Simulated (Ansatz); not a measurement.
CoSn (P6/mmm), PBEsol, DFPT electron-phonon coupling, linearised Boltzmann equation (Ansatz, an electronic-structure program): phonon-limited resistivity 55.9 μΩ·cm at 300 K along x (a = (5.22, 0.00, 0.00) Å; b = (-2.61, 4.52, 0.00) Å; c = (0.00, 0.00, 4.16) Å), 76.3 μΩ·cm at 400 K, current-weighted mean free path 13.9 nm, Drude plasma energy 1.87 eV.

### Question
What Drude relaxation time do resistivity and plasma energy imply?

### Answer
ω_p = 2.84e15 s⁻¹, so τ = 1/(ε₀ ω_p² ρ) = 25.0 fs, a damping ħ/τ of 26.3 meV.

### Question
What temperature coefficient of resistance follows, and how does it compare with 1/T?

### Answer
(ρ₄₀₀ − ρ₃₀₀)/(100 K × ρ₃₀₀) = 3.65×10⁻³ K⁻¹, against 1/T = 3.33×10⁻³ K⁻¹ for a resistivity proportional to T. It lies higher because phonons are still being populated at 300 K; impurities would add a constant and lower it.

### Question
What is the classical skin depth at 100 GHz (nonmagnetic, μ₀ = 1.257×10⁻⁶ H/m)?

### Answer
δ = √(ρ/(π f μ₀)) = 1190 nm.

A metal at this level (no band gap). Only scattering by harmonic phonons is included (no impurities, grain boundaries, electron-electron scattering or thermal expansion). Spin-orbit coupling is left out. The squared frequency of the phonon mode least converged on the k mesh is uncertain by about 21 %. The run warned that the eigensolver left some states short of its tolerance. Halving the electron mesh (20x20x20) moves the resistivity by up to 7 % at 300 K, the mean free path by up to 9 %. Smearing 0.20 eV; phonons on a 3x3x4 q mesh, which this run doesn't test.

Treated as nonmagnetic (a ferromagnetic start lost its moment, other orders weren't tried): CoSn (P6/mmm).
